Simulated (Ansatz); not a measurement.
Consider the following.

End structure of a constructed model of the (100) surface of rock-salt TiC, top plane replaced by RuO (bottom of the slab: a bare face, its two planes held):

```xyz
12
Lattice="3.0639 0.0000 0.0000 0.0000 3.0639 0.0000 0.0000 0.0000 27.0000" Properties=species:S:1:pos:R:3 pbc="T T T"
C      0.0000     0.0000     8.1557
Ti     1.5320     1.5320     8.1557
C      1.5320     1.5320    10.3222
Ti     0.0000     0.0000    10.3222
C      0.0000     0.0000    12.4752
Ti     1.5320     1.5320    12.4882
C      1.5320     1.5320    14.6477
Ti     0.0000     0.0000    14.6368
C      0.0000     0.0000    16.7616
Ti     1.5320     1.5320    16.7885
O      1.5320     1.5320    19.1230
Ru     0.0000     0.0000    18.7204
```

Set-up: 12 atoms, 10.7 Å thick at the start with caps and adatoms (thin: gaps and levels are the slab's own); mesh 12x12x1; 0.1 eV smearing; dipole correction on; 4 atoms held, the rest relaxed; symmetry of the start imposed; no spin, no spin-orbit, no U. It is one candidate, not shown to be the stable structure of the face.

Question: Predict the work function of the top face from PBE run with Ansatz (an electronic-structure program).

Answer: 3.79 eV
